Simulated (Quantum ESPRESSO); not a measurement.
The steps of a band-structure calculation for LiNbO3 (R3c, 10 atoms in the cell) with Quantum ESPRESSO.

Computed with PBE, GBRV 1.5 ultrasoft (PBE) pseudopotentials (plane waves; Quantum ESPRESSO).

Step 1 (scf):

```fortran
&CONTROL
  calculation = 'scf',
  prefix = 'scf',
  outdir = './out',
  pseudo_dir = './',
  tprnfor = .true.,
  tstress = .true.,
/
&SYSTEM
  ibrav = 0,
  nat = 10,
  ntyp = 3,
  ecutwfc = 40,
  ecutrho = 320,
  occupations = 'smearing',
  smearing = 'marzari-vanderbilt',
  degauss = 0.019992,
  nbnd = 40,
/
&ELECTRONS
  conv_thr = 1.0e-11,
/
ATOMIC_SPECIES
Li     6.9400  li_pbe_v1.4.uspp.F.UPF
Nb    92.9064  nb_pbe_v1.uspp.F.UPF
O     15.9990  o_pbe_v1.2.uspp.F.UPF
CELL_PARAMETERS {angstrom}
   2.627100093     1.516756946     4.625300000
  -2.627100093     1.516756946     4.625300000
   0.000000000    -3.033513892     4.625300000
ATOMIC_POSITIONS {alat}
Li    0.000000000    0.000000000    0.721222847
Li    0.000000000    0.000000000    1.975523451
Nb    0.000000000    0.000000000    0.032110095
Nb    0.000000000    0.000000000    1.286410700
O     0.287581691    0.044449765    1.045242141
O    -0.182285471    0.226828167    1.045242141
O    -0.105296219   -0.271277933    1.045242141
O     0.105296219    0.277146070    1.463342343
O    -0.292663647   -0.047383834    1.463342343
O     0.187367427   -0.229762236    1.463342343
K_POINTS {automatic}
5 5 5  1 1 1
```

Step 2 (bands):

```fortran
&CONTROL
  calculation = 'bands',
  prefix = 'scf',
  outdir = './out',
  pseudo_dir = './',
  verbosity = 'high',
/
&SYSTEM
  ibrav = 0,
  nat = 10,
  ntyp = 3,
  ecutwfc = 40,
  ecutrho = 320,
  occupations = 'smearing',
  smearing = 'marzari-vanderbilt',
  degauss = 0.019992,
  nbnd = 45,
/
&ELECTRONS
  conv_thr = 1.0e-11,
  startingwfc = 'random',
  diago_thr_init = 1.0d-6,
  diagonalization = 'cg',
/
ATOMIC_SPECIES
Li     6.9400  li_pbe_v1.4.uspp.F.UPF
Nb    92.9064  nb_pbe_v1.uspp.F.UPF
O     15.9990  o_pbe_v1.2.uspp.F.UPF
CELL_PARAMETERS {angstrom}
   2.627100093     1.516756946     4.625300000
  -2.627100093     1.516756946     4.625300000
   0.000000000    -3.033513892     4.625300000
ATOMIC_POSITIONS {alat}
Li    0.000000000    0.000000000    0.721222847
Li    0.000000000    0.000000000    1.975523451
Nb    0.000000000    0.000000000    0.032110095
Nb    0.000000000    0.000000000    1.286410700
O     0.287581691    0.044449765    1.045242141
O    -0.182285471    0.226828167    1.045242141
O    -0.105296219   -0.271277933    1.045242141
O     0.105296219    0.277146070    1.463342343
O    -0.292663647   -0.047383834    1.463342343
O     0.187367427   -0.229762236    1.463342343
K_POINTS {crystal_b}
13
  0.00000000   0.00000000   0.00000000   7  ! G
  0.50000000   0.00000000   0.00000000   6  ! L
  0.50000000   0.23835705  -0.23835705   1  ! B1
  0.76164295   0.50000000   0.23835705   6  ! B
  0.50000000   0.50000000   0.50000000   7  ! Z
  0.00000000   0.00000000   0.00000000   9  ! G
  0.36917853   0.00000000  -0.36917853   1  ! X
  0.63082147   0.36917853   0.00000000   3  ! Q
  0.50000000   0.50000000   0.00000000   3  ! F
  0.63082147   0.63082147   0.23835705   5  ! P1
  0.50000000   0.50000000   0.50000000   1  ! Z
  0.50000000   0.00000000   0.00000000   5  ! L
  0.76164295   0.36917853   0.36917853   1  ! P
```

Step 3 (bands.x):

```fortran
&BANDS
  prefix = 'scf',
  outdir = './out',
  filband = 'bands.dat',
  lsym = .false.,
/
```

Output of bands (abridged):

```
     Atomic positions and unit cell read from directory:
     ./out/scf.save/

     Message from routine setup:
     using ibrav=0 with symmetry is DISCOURAGED, use correct ibrav instead
     G-vector sticks info
     --------------------
     sticks:   dense  smooth     PW     G-vecs:    dense   smooth      PW
     Sum        2325    1159    337                72145    25457    3991

     bravais-lattice index     =            0
   [... lines left out ...]
     unit-cell volume          =     746.2432 (a.u.)^3
   [... lines left out ...]

     Smooth grid:    25457 G-vectors     FFT dimensions: (  48,  48,  48)

     The potential is recalculated from file :
     ./out/scf.save/charge-density

     Band Structure Calculation
     CG style diagonalization

     ethr =  1.00E-06,  avg # of iterations = 39.7

     End of band structure calculation

          k = 0.0000 0.0000 0.0000 (  3221 PWs)   bands (ev):

   -47.4234 -47.4113 -36.1671 -36.1654 -23.6899 -23.6899 -23.6463 -23.5385
   -23.5385 -23.4741 -10.0083  -9.4370  -9.4370  -8.4013  -8.3149  -8.3149
     2.2437   2.2437   2.6150   2.6756   2.6756   3.4508   4.8119   4.8119
     5.0284   5.7308   6.1502   6.1502   6.2199   6.3973   6.3973   6.5318
     6.8837   6.8837   9.9064   9.9064  10.2424  11.8944  11.8944  12.4444
    13.7938  14.2995  14.2995  16.8941  17.4139

          k = 0.0752 0.0434 0.0285 (  3210 PWs)   bands (ev):

   -47.4233 -47.4114 -36.1671 -36.1654 -23.6882 -23.6881 -23.6442 -23.5407
   -23.5405 -23.4763  -9.9892  -9.4253  -9.4248  -8.4187  -8.3344  -8.3314
     2.2557   2.2715   2.6537   2.7033   2.7081   3.4659   4.7643   4.7921
     4.9756   5.6941   6.0969   6.1401   6.1416   6.4251   6.4399   6.5451
     6.8624   6.8651   9.9365   9.9469  10.2622  11.9127  11.9245  12.4086
    13.8572  14.2894  14.3143  16.9269  17.3782

   [... 53 blocks of this kind left out ...]
```

Output of bands.x (abridged):

```
     Reading xml data from directory:

     ./out/scf.save/

     G-vector sticks info
     --------------------
     sticks:   dense  smooth     PW     G-vecs:    dense   smooth      PW
     Sum        2325    1159    337                72145    25457    3991

     Reading collected, re-writing distributed wavefunctions
     high-symmetry point:  0.0000 0.0000 0.0000   x coordinate   0.0000
     high-symmetry point:  0.5264 0.3039 0.1993   x coordinate   0.6396
     high-symmetry point:  0.2754 0.7385 0.1993   x coordinate   1.1415
     high-symmetry point:  0.2754 0.4771 0.5979   x coordinate   1.1415
     high-symmetry point:  0.0000 0.0000 0.5979   x coordinate   1.6924
     high-symmetry point:  0.0000 0.0000 0.0000   x coordinate   2.2903
   [... 2 lines left out ...]
     high-symmetry point:  0.0000 0.6078 0.3986   x coordinate   3.7626
     high-symmetry point:  0.0000 0.4771 0.5979   x coordinate   4.0010
     high-symmetry point:  0.0000 0.0000 0.5979   x coordinate   4.4780
     high-symmetry point:  0.5264 0.3039 0.1993   x coordinate   4.4780
     high-symmetry point:  0.4132 0.2385 0.5979   x coordinate   4.8975

     Plottable bands (eV) written to file bands.dat.gnu
     Bands written to file bands.dat

   JOB DONE.
```

The gap along the path is 3.01 eV.

The starting cell was generated: these elements placed on a structure prototype, without a prior relaxation; it need not be a known phase or ordering of this composition.
